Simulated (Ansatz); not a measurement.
The starting structures come from a database of crystals and need not be the phases stable at ambient conditions.

By LDA, the system below comes out a metal.

The ballistic (Sharvin) conductance counts the channels at the Fermi level: G/A = (e²/h) × channels of both spins per area.

Consider the following.

```yaml
crystal:
  lattice:
    - [2.79483, 0.00000, 0.00000]
    - [0.00000, 5.14898, 0.00000]
    - [1.39742, -2.57449, 2.57449]
  atoms:
    - { symbol: Ge, position: [0.25000, 0.50000, 0.00000] }
    - { symbol: Ge, position: [0.50000, 0.00000, 0.00000] }
```

Space group of this cell: I4_1/amd. The cell is taken as given; by LDA its mean pressure is -2.6 GPa.

The current flows along the normal of the first two printed cell vectors, the (100) plane of the conventional cell. No spin-orbit coupling; the value is a mean over 0.1 eV about the Fermi level.

Estimate the ballistic conductance per area that LDA (Ansatz, a program for electronic structure) returns for this system.

1.1 × 10¹⁵ S/m² for both spins.
